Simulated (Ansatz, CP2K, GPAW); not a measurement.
# CsLuS2 (P6_3/mmc, 8 atoms in the cell) computed with different codes at matched settings

Band-structure calculation.

```
CELL_PARAMETERS angstrom
      3.98921     0.00000     0.00000
     -1.99460     3.45476     0.00000
      0.00000     0.00000    16.05658
ATOMIC_POSITIONS crystal
  Cs 0.33333 0.66667 0.25000
  Cs 0.66667 0.33333 0.75000
  Lu 0.00000 0.00000 0.50000
  Lu 0.00000 0.00000 0.00000
  S  0.33333 0.66667 0.91088
  S  0.66667 0.33333 0.08912
  S  0.66667 0.33333 0.41088
  S  0.33333 0.66667 0.58912
```

Shared settings, as Ansatz (an electronic-structure program) writes them: kpoints.mp_grid.grid = 5 5 1; scf.occupations.method = fixed. Potentials and cutoffs stand in the table.

```json
[
 {"code": "Ansatz", "model": "LDA (PW92), PAW files made with PBE", "gap along the path (eV)": "1.88", "smallest direct gap (eV)": "2.51", "cutoff": "default"},
 {"code": "GPAW", "model": "LDA (Perdew-Wang 92), GPAW PAW datasets LDA (gpaw-data 1.0.1)", "gap along the path (eV)": "1.88", "smallest direct gap (eV)": "2.50", "cutoff": "800 eV"},
 {"code": "CP2K", "model": "LDA (Pade form), GPW, DZVP-MOLOPT-SR-GTH basis, GTH-PADE potentials (GTH_POTENTIALS)", "gap along the path (eV)": "2.02", "smallest direct gap (eV)": "2.45", "cutoff": "grid 500 Ry"}
]
```

On Ansatz's run: spin-orbit coupling is off.

The spread over the programs that give each value: gap along the path within 0.14 eV; smallest direct gap within 0.06 eV.

CP2K uses small atom-centred bases, whose incompleteness enters pressures, forces and empty levels differently from a plane-wave cutoff.

The starting cell comes from a database of computed structures (which also holds hypothetical and non-ambient phases and stackings), without a prior relaxation at this level.

Left out of this page: Elk and FLEUR (not drawn, or without a comparable value).

Keys are those of Ansatz 0.2.
